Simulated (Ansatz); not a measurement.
The starting structures come from a database of crystals and need not be the phases stable at ambient conditions.

 Where the default PAW files enter, the runs use the earlier of Ansatz's two default sets.

The decay constant κ of evanescent states in the gap governs leakage through a thin film.

Here is the system:

```
CELL_PARAMETERS angstrom
      3.99664     0.00000     0.00000
      0.00000     6.58677     0.00000
      1.99832     0.00000     3.46119
ATOMIC_POSITIONS crystal
  Be 0.66667 0.49957 0.66667
  Be 0.33333 0.99957 0.33333
  Te 0.66667 0.12543 0.66667
  Te 0.33333 0.62543 0.33333
```

Space group of this cell: P6_3mc, wurtzite. The cell is taken as given; by PBEsol its mean pressure is -2.0 GPa.

Transport runs along the normal of the first two printed cell vectors, the (100) plane of the conventional cell.

The gap is the functional's own, uncorrected, and κ follows it; spin-orbit coupling is left out. Mid-gap values are interpolated between the computed energies.

Problem. State the band gap and the smallest decay constant κ at mid-gap according to PBEsol in Ansatz (an electronic-structure program).

Solution. Gap 2.17 eV on a 10×6×10 mesh; κ = 0.180 1/Å, at the zone centre.
